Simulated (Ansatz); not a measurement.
Defect migration in beta Ga2O3: interstitial K, charge state +1. The step: several atoms move together, K the farthest; the atom moves 1.70 Å along (0.03, 0.50, 0.12) of the unit cell; the moving atom starts with neighbours 2 Ga at 2.62, Ga at 2.74, Ga at 2.81; O at 2.21, 2 O at 2.33, 2 O at 2.58, O at 2.73 Å and ends with 2 Ga at 2.62, Ga at 2.74, Ga at 2.81; O at 2.21, 2 O at 2.33, 2 O at 2.58, O at 2.73 Å. A PBE band in Ansatz (plane-wave PAW, the Γ point alone, 120 host sites, 22 SCF runs with any check of the saddle's order, static, no finite-size correction) gives a forward barrier of 0.24 eV. The saddle point's order was not checked, and it lies on a symmetry element of the cell, where a band can be held. The charge state is imposed; whether it is stable for some Fermi level was not computed. Sites that were not tried may lie lower.

Single points at the band's start and saddle point can refine it. Rough cost of one point, in units of the band's mean SCF on the same machine:

| Level | Cost of one point |
|---|---|
| PBE, a 2×2×2 k-point mesh shifted by half a step | about 9 |
| r2SCAN at 500 eV, the Γ point alone | about 2 |

Problem. Which of these move the barrier by more than 0.1 eV, and how far does each move it?

Solution. Not one does. PBE, a 2×2×2 k-point mesh shifted by half a step: +0.01 eV; r2SCAN at 500 eV, the Γ point alone: +0.02 eV. Each functional is compared with PBE at the same k-points.

Ansatz is a quantum-chemistry and plane-wave program.
